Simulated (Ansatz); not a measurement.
# Short convergence ladders for MgTl (P4mm, 2 atoms in the cell)

```yaml
crystal:
  lattice:
    - [3.61961, 0.00000, 0.00000]
    - [0.00000, 3.61961, 0.00000]
    - [0.00000, 0.00000, 3.61961]
  atoms:
    - { symbol: Mg, position: [0.00000, 0.00000, 0.01381] }
    - { symbol: Tl, position: [0.50000, 0.50000, 0.50000] }
```

Base method: LDA (PW92), default PAW files made with PBE (plane waves; Ansatz, a first-principles code).

Base settings: basis.ecutwfc = 420 eV; kpoints.mp_grid.grid = 9 9 9; hamiltonian.xc = lda; hamiltonian.pseudopotentials = {kind: paw} (the program's default PAW files); scf.occupations.method = gaussian; scf.occupations.width = 0.1 eV.

The count of work is k-points × plane waves × bands × iterations; it is no time. 

**The width of Fermi-Dirac smearing**

In this ladder: kpoints.mp_grid.grid = 15 15 15; scf.occupations.method = fermi_dirac.

Narrow widths need finer meshes than wide ones, so the last steps can hold mesh noise.

Only quantities that move along the ladder and can be compared are tabulated; pressure and forces are left out, as mesh noise rules them at narrow widths.

```csv
scf.occupations.width,free energy less the last step's (meV/atom),energy extrapolated to zero width less the last step's (meV/atom)
1 eV,-667.15,3.92
0.5 eV,-162.47,2.02
0.3 eV,-57.14,-0.46
0.2 eV,-24.77,-0.70
0.1 eV,-5.16,-0.25
0.05 eV,0.00,0.00
```

Widest scf.occupations.width that holds the free energy within 2 meV/atom: not settled: the last two steps still differ by 5.2 meV/atom, over half the tolerance, so the ladder does not show it.

Widest scf.occupations.width that holds the energy extrapolated to zero width within 1 meV/atom of the last step, with all finer ones: 0.3 eV; the step before is off by 2.0 meV/atom.

The extrapolation to zero width removes most of the smearing's effect on the energy.

**The width of Methfessel-Paxton smearing**

In this ladder: kpoints.mp_grid.grid = 15 15 15; scf.occupations.method = methfessel_paxton.

Narrow widths need finer meshes than wide ones, so the last steps can hold mesh noise.

Only quantities that move along the ladder and can be compared are tabulated; pressure and forces are left out, as mesh noise rules them at narrow widths.

```tsv
scf.occupations.width	free energy less the last step's (meV/atom)
1 eV	0.19
0.5 eV	-0.90
0.3 eV	-0.41
0.2 eV	-0.22
0.1 eV	-0.02
0.05 eV	0.00
```

Widest scf.occupations.width that holds the free energy within 0.5 meV/atom of the last step, with all finer ones: 0.3 eV; the step before is off by 0.90 meV/atom.

**The mesh under tetrahedron occupations**

In this ladder: scf.occupations.method = tetrahedron; scf.occupations.width = default.

Only quantities that move along the ladder and can be compared are tabulated.

```csv
kpoints.mp_grid.grid,free energy less the last step's (meV/atom),pressure (GPa),count of work / last
4 4 4,7.14,-1.00,0.026
5 5 5,3.26,-0.95,0.025
6 6 6,12.23,-1.01,0.055
7 7 7,-3.72,-1.46,0.055
9 9 9,-1.34,-1.63,0.10
11 11 11,2.46,-1.61,0.17
14 14 14,-0.58,-1.71,0.40
17 17 17,-0.16,-1.71,0.56
21 21 21,0.00,-1.74,1.0
```

Coarsest kpoints.mp_grid.grid that holds the pressure within 0.5 GPa of the last step, with all finer ones: 7 7 7, at 0.055 of the last step's count of work; the step before is off by 0.74 GPa.

Coarsest kpoints.mp_grid.grid that holds the free energy within 2 meV/atom of the last step, with all finer ones: 14 14 14, at 0.40 of the last step's count of work; the step before is off by 2.5 meV/atom.

Two neighbours can agree and both be off: 4 4 4 and 5 5 5 differ by 0.06 GPa in the pressure, yet lie about 0.80 GPa from the last step.

On the base run: the starting cell comes from a database of computed structures (which also holds hypothetical and non-ambient phases and stackings), without a prior relaxation at this level. Its lattice was rescaled by up to half a per cent. One atom was moved a little off its site on purpose. Ansatz's pressure includes its estimate of the finite-basis (Pulay) stress.

Left out of this page: 4 runs of the series outside the window shown, repeating another row's setting, or not comparable.

Keys are those of Ansatz 0.2.
